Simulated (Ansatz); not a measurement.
Effect of C → Pb on SiC

The parent structure is SiC in the zinc blende structure (space group F-43m, No. 216; a = 4.356 Å).

Modification: full substitution C → Pb; the structure is relaxed again.

Calculations: r2SCAN (Ansatz, an electronic-structure program, PAW, no spin-orbit coupling). Settings: 13×13×13 k-points, 0.05 eV Fermi–Dirac smearing.

```csv
quantity,base,changed,shift
volume per atom,10.33 Å³,29.93 Å³,+19.592 Å³
density,3.22 g/cm³,6.53 g/cm³,+3.31 g/cm³
lattice parameter a,4.356 Å,6.209 Å,+1.853 Å
space group,F-43m (No. 216),F-43m (No. 216),–
shortest interatomic distance,1.886 Å,2.689 Å,+0.8024 Å
band gap,1.71 eV,zero,–
```

Final structure:

```
PbSi
1.0
    0.00000     3.10467     3.10467
    3.10467     0.00000     3.10467
    3.10467     3.10467     0.00000
Pb Si
1 1
Direct
  0.25000   0.25000   0.25000
  0.00000   0.00000   0.00000
```

With Pb present, leaving out spin-orbit coupling can change the band edges. Stability against distortions was not tested. As relaxed here, PbSi is a hypothetical phase, not in the database extracts checked. All final runs are without spin polarisation. A zero or small gap of PbSi can be the functional's error rather than a property of the material.
